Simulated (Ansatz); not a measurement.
## A computed series for TiO2: pressure series

Base system: TiO2 in the anatase structure (space group I4_1/amd, No. 141; a = 3.778 Å, c = 9.589 Å).

Cell and atoms are relaxed at each pressure.

Calculations: Ansatz (a first-principles code), r2SCAN, PAW, cutoff 500 eV, no spin-orbit coupling, earlier PAW set.

```json
[
 {"change": "base", "smallest direct gap": "2.87 eV", "width of the top valence band": "0.86 eV", "volume per atom": "11.41 Å³", "band gap": "2.53 eV"},
 {"change": "pressure −2 GPa", "smallest direct gap": "2.85 eV", "width of the top valence band": "0.85 eV", "volume per atom": "11.53 Å³", "band gap": "2.54 eV"},
 {"change": "pressure −1 GPa", "smallest direct gap": "2.86 eV", "width of the top valence band": "0.86 eV", "volume per atom": "11.47 Å³", "band gap": "2.54 eV"},
 {"change": "pressure 0.3 GPa", "smallest direct gap": "2.87 eV", "width of the top valence band": "0.86 eV", "volume per atom": "11.39 Å³", "band gap": "2.53 eV"},
 {"change": "pressure 0.7 GPa", "smallest direct gap": "2.87 eV", "width of the top valence band": "0.87 eV", "volume per atom": "11.36 Å³", "band gap": "2.53 eV"},
 {"change": "pressure 1.5 GPa", "smallest direct gap": "2.88 eV", "width of the top valence band": "0.87 eV", "volume per atom": "11.32 Å³", "band gap": "2.53 eV"},
 {"change": "pressure 3 GPa", "smallest direct gap": "2.89 eV", "width of the top valence band": "0.88 eV", "volume per atom": "11.23 Å³", "band gap": "2.52 eV"},
 {"change": "pressure 5 GPa", "smallest direct gap": "2.90 eV", "width of the top valence band": "0.89 eV", "volume per atom": "11.12 Å³", "band gap": "2.51 eV"},
 {"change": "pressure 7.5 GPa", "smallest direct gap": "2.91 eV", "width of the top valence band": "0.93 eV", "volume per atom": "10.98 Å³", "band gap": "2.49 eV"},
 {"change": "pressure 10 GPa", "smallest direct gap": "2.92 eV", "width of the top valence band": "0.97 eV", "volume per atom": "10.85 Å³", "band gap": "2.47 eV"}
]
```

Load acts through the strain it causes; cell and atoms are relaxed under it. No phonon test of stability was made. Competing high-pressure phases were not computed. The final runs are not spin-polarised.
